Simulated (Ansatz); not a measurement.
Base system: AlN in the zinc blende structure (space group F-43m, No. 216; a = 4.378 Å). Axes: x, y, z lie along the cube axes.

Computed with PBEsol (Ansatz, a first-principles code), no SOC.

For the base:

- Smallest direct gap = 4.06 eV

It is then changed as follows: biaxial strain −0.42 %, plane normal [111], relaxed out of plane (Cartesian); in-plane vectors clamped, the third vector and the atoms free.

### Question
Estimate the effect on the valence-band top at Γ, smallest direct gap and out-of-plane strain.

### Answer
The valence-band top at Γ (three highest levels, from the VBM) amounts to 0.00, 0.00, -0.05 eV; the smallest direct gap goes up by 0.04 eV, from 4.06 eV to 4.10 eV; the out-of-plane strain is +0.16 %.

Stability against distortions was not tested. This is not the structure that AlN has at room temperature and ambient pressure.
